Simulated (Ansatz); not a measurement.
Given:

End structure of a 3x3 cell of the 1x1 (110) surface of bcc W, relaxed from a rattled start:

```xyz
36
Lattice="8.2730 0.0000 0.0000 -2.7577 7.7999 0.0000 0.0000 0.0000 26.0000" Properties=species:S:1:pos:R:3 pbc="T T T"
W      0.9192     1.3000     9.6951
W      0.0000     3.8999     9.6951
W     -0.9192     6.4999     9.6951
W      3.6769     1.3000     9.6951
W      2.7577     3.8999     9.6951
W      1.8385     6.4999     9.6951
W      6.4346     1.3000     9.6951
W      5.5153     3.8999     9.6951
W      4.5961     6.4999     9.6951
W     -0.0001     0.0001    11.8714
W     -0.9193     2.6002    11.8717
W     -1.8386     5.2000    11.8717
W      2.7577     0.0001    11.8718
W      1.8382     2.5999    11.8718
W      0.9193     5.2000    11.8713
W      5.5153     0.0000    11.8718
W      4.5960     2.5999    11.8714
W      3.6769     5.2000    11.8716
W      0.9189     1.3001    14.1328
W     -0.0003     3.9001    14.1327
W     -0.9194     6.5001    14.1325
W      3.6767     1.3001    14.1327
W      2.7575     3.9000    14.1325
W      1.8380     6.5000    14.1327
W      6.4342     1.3001    14.1326
W      5.5150     3.9000    14.1325
W      4.5959     6.5000    14.1326
W     -0.0003     0.0000    16.3091
W     -0.9202     2.6002    16.3092
W     -1.8390     5.1999    16.3091
W      2.7571     0.0002    16.3097
W      1.8382     2.6002    16.3090
W      0.9186     5.2002    16.3092
W      5.5146     0.0002    16.3089
W      4.5956     2.6002    16.3095
W      3.6769     5.1999    16.3090
```

Slab: 36 atoms, 6.7 Å thick at the start (thin: gaps and levels are the slab's own); k 4x4x1, smearing 0.1 eV, dipole-corrected; 9 atoms held, the rest relaxed; no spin, no spin-orbit, no U.

**Question.** Predict the work function of the top face from PBE run with Ansatz (a first-principles code).

**Answer.** 4.82 eV
